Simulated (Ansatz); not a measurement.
Consider HgS in the rock salt structure (space group Fm-3m, No. 225; a model cell, its experimental status unchecked; relaxed with 0.1 eV smearing).

```
CELL_PARAMETERS angstrom
      0.00000     2.72685     2.72685
      2.72685     0.00000     2.72685
      2.72685     2.72685     0.00000
ATOMIC_POSITIONS crystal
  S  0.00000 0.00000 0.00000
  Hg 0.50000 0.50000 0.50000
```

Cartesian axes are those of the cell as printed.

Level of theory: PBEsol (Ansatz, a first-principles code, PAW, spin-orbit coupling left out), earlier PAW set.

Modification: an isotropic linear strain of +1.63 %; the atoms relax in the strained cell.

Task: Predict the stress tensor and what it implies for the stiffness.

Result: Stress of the strained cell less that of the base (GPa, compression positive):
```
   -3.5     0.0     0.0
    0.0    -3.5     0.0
    0.0     0.0    -3.5
```

Then B = −ΔP/(ΔV/V₀) with ΔV/V₀ = 0.0497 gives secant stiffness values (nonlinear terms included at this strain): B ≈ 70 GPa.

As a check, the harmonic strain energy −½ V₀ Δσ:ε is 11 meV/atom; the computed energy rise is 12 meV/atom.

No phonon test of stability was made. All final runs are without spin polarisation. This is not the structure that HgS has at room temperature and ambient pressure.
